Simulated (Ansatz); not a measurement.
**Response to strain in GaN**

Take GaN in the wurtzite structure (space group P6_3mc, No. 186) as the base.

```xyz
4
Lattice="3.1518 0.0000 0.0000 -1.5759 2.7295 0.0000 0.0000 0.0000 5.1383" Properties=species:S:1:pos:R:3 pbc="T T T"
Ga     0.0000     1.8197     0.0015
Ga     1.5759     0.9098     2.5707
N      0.0000     1.8197     1.9356
N      1.5759     0.9098     4.5048
```

Cartesian axes are those of the cell as printed.

Strains are applied to the cell and any free atomic positions relax.

The values are results of plane-wave PAW DFT at the LDA level (Ansatz, a program for electronic structure, 420 eV), no spin-orbit coupling, not measurements.

Notes on the quantities. energy relative to the base: free energy F; pressure: mean of the normal stresses, compression positive.

| case | energy relative to the base | electron mass | band gap | pressure | volume per atom |
|---|---|---|---|---|---|
| base | 0 meV/atom | 0.18 mₑ along c, 0.20 mₑ across (at Γ) | 2.13 eV | 0.00 GPa | 11.05 Å³ |
| uniaxial strain ε_xx = −3.00 % | +12 meV/atom | 0.18 mₑ along z, 0.21 mₑ across (at Γ) | 2.16 eV | 6.51 GPa | 10.72 Å³ |
| uniaxial strain ε_xx = −2.40 % | +7.5 meV/atom | 0.18 mₑ along z, 0.21 mₑ across (at Γ) | 2.16 eV | 5.13 GPa | 10.79 Å³ |
| uniaxial strain ε_xx = −1.80 % | … | 0.18 mₑ along z, 0.21 mₑ across (at Γ) | 2.15 eV | … | 10.85 Å³ |
| uniaxial strain ε_xx = −1.20 % | +1.9 meV/atom | 0.18 mₑ along z, 0.20 mₑ across (at Γ) | 2.15 eV | 2.50 GPa | 10.92 Å³ |
| uniaxial strain ε_xx = −0.60 % | +0.5 meV/atom | 0.18 mₑ along z, 0.20 mₑ across (at Γ) | 2.14 eV | 1.23 GPa | 10.98 Å³ |

### Question
Fill in the withheld entries from the trend.

### Answer

- uniaxial strain ε_xx = −1.80 %, energy relative to the base: +4.2 meV/atom
- uniaxial strain ε_xx = −1.80 %, pressure: 3.80 GPa

Masses are band curvatures over ±0.01 Å⁻¹ around the edge. Whether these cells are dynamically stable was not tested.
